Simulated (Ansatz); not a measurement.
Structures of equal composition on the (100) surface of fcc Cu: a layer of Sn in place of the second plane; a layer of Sn in place of the third plane. The slabs share one bottom face, and each structure is named by its start. These are constructed structures in small cells; real faces may alloy, dewet or reconstruct in larger ones, and not all known structures of the face are among them. Slabs of about 9 Å with all that they carry, Fermi-Dirac smearing of 0.1 eV. Bottom of the slabs: a bare face, its two planes held. Relaxed from the named starts with such symmetry as they have, on meshes of like density; energies extrapolated to zero smearing; no spin-orbit coupling, no U. Spin-polarised runs, if any, are marked in brackets, and their order is one that fits the cell; the others ran without spin.

The numbers are results of PBE (plane waves to 420 eV, PAW; Ansatz, a first-principles code), not measurements.

Problem. Put the candidates in order of energy per 1x1 cell, lowest first, for PBE.

Solution. a layer of Sn in place of the second plane (0.000 eV), a layer of Sn in place of the third plane (0.063 eV)
